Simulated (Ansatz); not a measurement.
## Defect calculation: P interstitial in zinc-blende BP

Method: PBE, PAW (plane waves to 420 eV; Ansatz, a quantum-chemistry and plane-wave program). Cell: 64 sites, 2×2×2; final energies on a 2×2×2 shifted mesh. Site at the start: void with 4B nearest. Energies of charged states are corrected for periodic images (point charge plus alignment at distant sites). Dielectric constants: PBE linear response of the host. Host gap at this level: 1.25 eV. These values are not converged in cell size to better than tenths of an eV. The semilocal functional narrows the gap, so deep levels can fall outside it. Spin–orbit coupling is left out. Each state is the lowest found from its start.

Formation energies E_f are given with the Fermi level at the valence-band maximum. Chemical conditions: B-rich (Δμ(P) = -0.61 eV, bounded by B12P2 (R-3m), B6P (R-3m); only phases computed here count, gases as isolated molecules at 0 K); P-rich (Δμ(P) = 0.00 eV; only phases computed here count, gases as isolated molecules at 0 K). Reference phases: P: black phosphorus.

The name describes the start; the neighbours show where the added atom ended.

| charge | moment (μB) | largest move off a lattice site (Å) | neighbours of the added atom at the end (Å) | image correction with alignment (eV) | E_f, B-rich (eV) | E_f, P-rich (eV) |
|---|---|---|---|---|---|---|
| +2* | 1.0 | 1.19 | B 1.84, B 1.86, P 1.98 | – | – | – |
| +1 | not spin-polarised | 1.08 | B 1.86, P 2.02, B 2.16, B 2.16, P 2.42, P 2.61, P 2.61 | 0.49 | 7.69 | 7.07 |
| 0† | quenched | 1.04 | B 1.85, B 1.96, P 2.00, P 2.46, B 2.57, P 2.58 | 0.00 | 7.90 | 7.29 |
| −1 | not spin-polarised | 1.06 | B 1.87, B 1.91, P 2.00, P 2.47, P 2.53 | -0.09 | 8.52 | 7.90 |
| −2* | fractional | 1.05 | B 1.87, B 1.91, P 2.00, P 2.48, P 2.53 | – | – | – |

* At this level the carrier isn't localised at the defect: at charge +2 holes occupy the valence band; at charge −2 electrons occupy the conduction band. Such a state is shallow or no state of the defect, and this cell gives it no level.

† Not settled in this cell, so no level is given: charge 0: a level filled in part, carriers not clearly localised.

Starting moments that weren't kept: charge 0 began with 1 μB and ended with 0.0.

No other site or start that was run ended lower by more than 0.1 eV.

Flagged in the runs: a doubtful potential alignment, a strain field that reaches the edge of the cell.
